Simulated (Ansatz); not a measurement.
The starting structures come from a database of crystals and need not be the phases stable at ambient conditions.

## Evanescent states of Ba4As2O (I4/mmm, not sure to be the ambient phase, 7 atoms a cell, 33.6 Å³ an atom) along the normal of (101)

These are r2SCAN (plane waves, PAW; Ansatz, a first-principles code) values and carry that method's errors.

The gap is the functional's own, uncorrected, and κ follows it; spin-orbit coupling is left out. Mid-gap values are interpolated between the computed energies.

Energies count from the valence-band top; κ is the least over a 6×4 mesh across the current.

```csv
E (eV),κ (1/Å),where
0.04,0.039,off Γ
0.10,0.066,off Γ
0.17,0.082,off Γ
0.24,?,off Γ
0.32,?,off Γ
0.39,?,off Γ
0.46,?,off Γ
0.53,?,off Γ
0.59,?,off Γ
0.67,?,off Γ
0.73,?,off Γ
0.81,?,off Γ
0.88,0.083,off Γ
0.94,0.063,off Γ
1.01,0.016,off Γ
```

Task: Fill in the missing entries.

Result: 
- 0.24, κ (1/Å): 0.093
- 0.32, κ (1/Å): 0.101
- 0.39, κ (1/Å): 0.107
- 0.46, κ (1/Å): 0.111
- 0.53, κ (1/Å): 0.112
- 0.59, κ (1/Å): 0.112
- 0.67, κ (1/Å): 0.109
- 0.73, κ (1/Å): 0.104
- 0.81, κ (1/Å): 0.096
